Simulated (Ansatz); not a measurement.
```
RhTe2
1.0
    3.91441     0.00000     0.00000
   -1.95721     3.38998     0.00000
    0.00000     0.00000     5.28080
Te Rh
2 1
Direct
  0.33333   0.66667   0.25667
  0.66667   0.33333   0.74333
  0.00000   0.00000   0.00000
```

RhTe₂ (P-3m1), PBEsol, DFPT electron-phonon coupling, linearised Boltzmann equation (plane waves, PAW, scalar-relativistic; Ansatz, a quantum-chemistry and plane-wave program): the phonon-limited resistivity at 300 K is 24.1 μΩ·cm (x, the basal plane), 24.1 μΩ·cm (y, the basal plane), 43.6 μΩ·cm (z, c). Third figures are kept for the arithmetic.

### Question
Bound the resistivity of a random, dense polycrystal without boundary scattering, and give the anisotropy.

### Answer
Largest over smallest: 1.81. Upper bound, grains in series: (24.1 + 24.1 + 43.6)/3 = 31 μΩ·cm. Lower bound, grains side by side: 3/Σ(1/ρ) = 28 μΩ·cm. The best single-crystal direction lies 15 % under the lower bound.

A metal at this level (no band gap). Only scattering by harmonic phonons is included (no impurities, grain boundaries, electron-electron scattering or thermal expansion). Spin-orbit coupling is left out. The run warned that the eigensolver left some states short of its tolerance. Halving the electron mesh (24x24x16) moves the resistivity by up to 8 % at 300 K, the mean free path by up to 3 %. Smearing 0.20 eV; phonons on a 4x4x3 q mesh, which this run doesn't test.

Formula and space group known from diffraction (Crystallography Open Database), not checked to be the room-temperature form: RhTe2 (P-3m1).
